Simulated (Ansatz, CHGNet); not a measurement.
## CaC6 (R-3m, No. 166, 7 atoms in the cell): properties by level of theory

| level (code) | lattice constant a (Å) | c axis length (Å) | enthalpy of formation (eV/atom) |
|---|---|---|---|
| CHGNet 0.3.0 | 4.323 | 14.595 | -0.126 |
| CHGNet-r²SCAN | 4.326 | … | -0.131 |
| r²SCAN (Ansatz) | … | 13.362 | … |

Task: What belongs in the gaps?

Result: 
- CHGNet-r²SCAN, c axis length (Å): 14.161
- r²SCAN (Ansatz, an electronic-structure program), lattice constant a (Å): 4.329
- r²SCAN (Ansatz), enthalpy of formation (eV/atom): -0.063

Caveats: the relaxation could not lower the start's symmetry, so the cell can be a saddle point above a distorted one (CHGNet 0.3.0, CHGNet-r²SCAN, r²SCAN). Ansatz's density-functional and Hartree–Fock values are scalar-relativistic unless marked +SOC, with PAW data made under PBE.

The computed numbers hold no vibrational or temperature effects.
